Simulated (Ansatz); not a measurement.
Base system: Al in the fcc (Cu type) structure (space group Fm-3m, No. 225; a = 3.992 Å; relaxed with 0.1 eV smearing). Axes: x, y, z lie along the cube axes.

Method: r2SCAN, PAW, 500 eV (Ansatz, a program for electronic structure; no SOC), earlier PAW set.

Base values:

- Pressure = 0.0 GPa
- Volume per atom = 15.91 Å³

It is then changed as follows: compressive biaxial strain of 0.77 % in the plane normal to [001], as in epitaxy on a mismatched substrate; the out-of-plane cell vector and the atoms relax.

Q: What does the calculation give for the pressure after the change?

A: The pressure (mean of the normal stresses, compression positive) goes from zero to 0.7 GPa.

Q: What does the calculation give for the volume per atom after the change?

A: The volume per atom shrinks by 0.114 Å³ to 15.79 Å³.

No phonon test of stability was made.
